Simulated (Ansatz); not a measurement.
A computed series for InSb: response to strain

Take InSb in the zinc blende structure (space group F-43m, No. 216) as the base.

```xyz
2
Lattice="0.0000 3.2248 3.2248 3.2248 0.0000 3.2248 3.2248 3.2248 0.0000" Properties=species:S:1:pos:R:3 pbc="T T T"
In     0.0000     0.0000     0.0000
Sb     1.6124     1.6124     1.6124
```

Strains are applied to the cell and any free atomic positions relax.

The values are results of plane-wave PAW DFT at the LDA level (Ansatz, a program for electronic structure, 420 eV), without spin-orbit coupling, not measurements.

Candidates:
(a) isotropic strain −1.50 %
(b) isotropic strain −0.50 %
(c) isotropic strain +2.00 %
(d) isotropic strain −2.00 %

Notes on the quantities. energy relative to the base: free energy F.

### Question
Order them by energy relative to the base, highest first.

### Answer
(d) isotropic strain −2.00 % (+19 meV/atom), (c) isotropic strain +2.00 % (+16 meV/atom), (a) isotropic strain −1.50 % (+10 meV/atom), (b) isotropic strain −0.50 % (+1.1 meV/atom)

No phonon test of stability was made. All final runs are without spin polarisation.
